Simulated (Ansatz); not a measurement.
Take Ba in the diamond structure (space group Fd-3m, No. 227; a = 7.404 Å; a hypothetical phase, not in the database extracts checked) as the base.

Computed with Kohn–Sham DFT with the PBEsol functional, run in Ansatz (a program for electronic structure) with PAW and 420 eV plane waves, spin-orbit coupling left out.

Base values:

- Lattice parameter a = 7.404 Å

The change: a hydrostatic pressure of 5 GPa.

Question: How does this affect the lattice parameter a?

Answer: The lattice parameter a drops by 0.4456 Å (7.404 Å → 6.959 Å).

Load acts through the strain it causes; cell and atoms are relaxed under it. Stability against distortions was not tested. No other phases were tried under pressure.
